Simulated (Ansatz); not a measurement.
Consider MgO in the rock salt structure (space group Fm-3m, No. 225).

```xyz
2
Lattice="0.0000 2.1022 2.1022 2.1022 0.0000 2.1022 2.1022 2.1022 0.0000" Properties=species:S:1:pos:R:3 pbc="T T T"
O      0.0000     0.0000     0.0000
Mg     2.1022     2.1022     2.1022
```

Cartesian axes are those of the cell as printed.

Level of theory: plane-wave PAW DFT at the r2SCAN level (Ansatz, a quantum-chemistry and plane-wave program, 500 eV), no spin-orbit coupling.

Strains are applied to the cell and any free atomic positions relax; under biaxial strain the out-of-plane vector relaxes too.

One change was made to it. Results:

```csv
quantity,base,after
"pressure (mean of the normal stresses, compression positive)",0.01 GPa,9.60 GPa
band gap,5.68 eV,6.08 eV
gap character,direct at Γ,direct at Γ
energy relative to the base (free energy F),0 meV/atom,+24 meV/atom
```

Task: What was done to the base?
A. isotropic strain −0.63 %
B. uniaxial strain ε_zz = +2.59 %
C. biaxial strain −3.04 %, plane normal [111], relaxed out of plane
D. biaxial strain −1.89 %, plane normal [001], relaxed out of plane
E. biaxial strain −0.14 %, plane normal [111], relaxed out of plane

Result: C, biaxial strain −3.04 %, plane normal [111], relaxed out of plane. For comparison, the band gap in the other runs: uniaxial strain ε_zz = +2.59 % gives 5.39 eV; biaxial strain −1.89 %, plane normal [001], relaxed out of plane gives 5.91 eV; biaxial strain −0.14 %, plane normal [111], relaxed out of plane gives 5.70 eV; isotropic strain −0.63 % gives 5.88 eV.

No phonon test of stability was made. Labels are those of the standard path for the cell's own space group.
